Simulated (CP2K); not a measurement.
## Input and output of a self-consistent single point for Sr (Fm-3m, 1 atom in the cell) (CP2K)

Level of theory: CP2K 2026.2 with PBE, GPW, DZVP-MOLOPT-SR-GTH basis, GTH-PBE potentials (GTH_POTENTIALS).

Input as run:

```
&GLOBAL
  PROJECT bulk
  RUN_TYPE ENERGY_FORCE
  PRINT_LEVEL LOW
&END GLOBAL
&FORCE_EVAL
  METHOD Quickstep
  STRESS_TENSOR ANALYTICAL
  &DFT
    BASIS_SET_FILE_NAME BASIS_MOLOPT
    POTENTIAL_FILE_NAME GTH_POTENTIALS
    &QS
      METHOD GPW
      EPS_DEFAULT 1E-10
    &END QS
    &MGRID
      CUTOFF 500
      REL_CUTOFF 50
      NGRIDS 5
    &END MGRID
    &SCF
      SCF_GUESS ATOMIC
      EPS_SCF 1E-6
      MAX_SCF 100
      ADDED_MOS 4
      &DIAGONALIZATION
        ALGORITHM STANDARD
      &END DIAGONALIZATION
      &MIXING
        METHOD BROYDEN_MIXING
        ALPHA 0.2
        NBUFFER 12
      &END MIXING
      &SMEAR ON
        METHOD GAUSSIAN
        SIGMA [eV] 0.1
      &END SMEAR
    &END SCF
    &KPOINTS
      SCHEME MONKHORST-PACK 8 8 8
      GAMMA_CENTERED T
    &END KPOINTS
    &XC
      &XC_FUNCTIONAL PBE
      &END XC_FUNCTIONAL
    &END XC
    &PRINT
      &MO
        EIGENVALUES T
        OCCUPATION_NUMBERS T
        NDIGITS 8
        FILENAME mo
        &EACH
          QS_SCF 0
        &END EACH
        ADD_LAST NUMERIC
      &END MO
      &MULLIKEN OFF
      &END MULLIKEN
    &END PRINT
  &END DFT
  &SUBSYS
    &CELL
      A 4.19964300 0.00000000 0.00000000
      B 2.09982100 3.63699700 0.00000000
      C 2.09982100 1.21233200 3.42899400
      PERIODIC XYZ
    &END CELL
    &COORD
      Sr       0.00000000     0.00000000     0.00000000
    &END COORD
    &KIND Sr
      BASIS_SET DZVP-MOLOPT-SR-GTH
      POTENTIAL GTH-PBE-q10
    &END KIND
  &END SUBSYS
  &PRINT
    &FORCES ON
    &END FORCES
    &STRESS_TENSOR ON
    &END STRESS_TENSOR
  &END PRINT
&END FORCE_EVAL
```

Log, with long lists cut:

```
 GLOBAL| Method name                                                        CP2K
 GLOBAL| Project name                                                       bulk
 GLOBAL| Run type                                                   ENERGY_FORCE

 TOTAL NUMBERS AND MAXIMUM NUMBERS

  Total number of            - Atomic kinds:                                   1
                             - Atoms:                                          1
                             - Shell sets:                                     1
                             - Shells:                                         6
                             - Primitive Cartesian functions:                  6
                             - Cartesian basis functions:                     15
                             - Spherical basis functions:                     14

  Maximum angular momentum of- Orbital basis functions:                        2
                             - Local part of the GTH pseudopotential:          2
                             - Non-local part of the GTH pseudopotential:      3

 SCF PARAMETERS         Density guess:                                    ATOMIC
                        max_scf:                                             100
                        max_diis:                                              4
                        eps_scf:                                        1.00E-06
                        eps_diis:                                       1.00E-01
                        eps_eigval:                                     1.00E-05
                        level_shift [a.u.]:                             0.000000
                        added MOs                                         4    0
                        Mixing method:                            BROYDEN_MIXING
                                                charge density mixing in g-space
                        Smear method:                                   GAUSSIAN
                        Smearing width (sigma) [a.u.]:                  3.67E-03
                        Accuracy threshold:                             1.00E-10
                        No outer SCF

 Extrapolation method: initial_guess

 Number of electrons:                                                         10
 Number of occupied orbitals:                                                  5
 Number of molecular orbitals:                                                 9

 Number of orbital functions:                                                 14
 Number of independent orbital functions:                                     14

 SCF WAVEFUNCTION OPTIMIZATION

  Step     Update method      Time    Convergence         Total energy    Change
     1 NoMix/Diag. 0.20E+00      -     1.45596363       -30.8133358210 -3.08E+01
     2 Broy./Diag. 0.20E+00      -     0.00218177       -30.6781347344  1.35E-01
     3 Broy./Diag. 0.20E+00      -     0.00824552       -30.7186814913 -4.05E-02
     4 Broy./Diag. 0.20E+00      -     0.00066924       -30.7304322876 -1.18E-02
     5 Broy./Diag. 0.20E+00      -     0.00090230       -30.7244468720  5.99E-03
     6 Broy./Diag. 0.20E+00      -     0.00003342       -30.7228588016  1.59E-03
     7 Broy./Diag. 0.20E+00      -     0.00004154       -30.7233465080 -4.88E-04
     8 Broy./Diag. 0.20E+00      -     0.00000054       -30.7234172184 -7.07E-05

  *** SCF run converged in     8 steps ***

  Electronic density on regular grids:         -9.9999999999        0.0000000001
  Core density on regular grids:                9.9999999990       -0.0000000010
  Total charge density on r-space grids:       -0.0000000008
  Total charge density g-space grids:          -0.0000000008

  Overlap energy of the core charge distribution:               0.00000000000000
  Self energy of the core charge distribution:                -58.76974828622462
  Core Hamiltonian energy:                                     12.86307865110901
  Hartree energy:                                              19.50757562319956
  Exchange-correlation energy:                                 -4.32411688514216
  Smearing free energy correction:                             -0.00020632113599
  Fermi energy:                                                 0.16483350675085

  Total energy:                                               -30.72341721839726
  Total energy (extrapolated to sigma->0):                    -30.72331405782927

 ENERGY| Total FORCE_EVAL ( QS ) energy [hartree]            -30.723411476784648

 FORCES| Atomic forces [hartree/bohr]
 FORCES|   Atom     x               y               z               |f|
 FORCES|      1 -1.38346770E-14 -9.97968823E-15 -1.22148356E-14   2.09808168E-14
 FORCES| Sum    -1.38346770E-14 -9.97968823E-15 -1.22148356E-14
 FORCES| Total atomic force                                       2.09808168E-14

 STRESS| Analytical stress tensor [bar]
 STRESS|                        x                   y                   z
 STRESS|      x        8.90667542610E+03   1.84071580370E-01   1.30158381932E-01
 STRESS|      y        1.84071580370E-01   8.90650429512E+03   6.87572115626E-02
 STRESS|      z        1.30158381932E-01   6.87572115626E-02   8.90643856451E+03
 STRESS| 1/3 Trace                                             8.90653942857E+03
```

The run converged in 8 iterations.

The starting cell comes from a database of computed structures (which also holds hypothetical and non-ambient phases and stackings), without a prior relaxation at this level. Its lattice was rescaled by a random factor within 2.5 % of one. Values carry the incompleteness of an atom-centred basis.
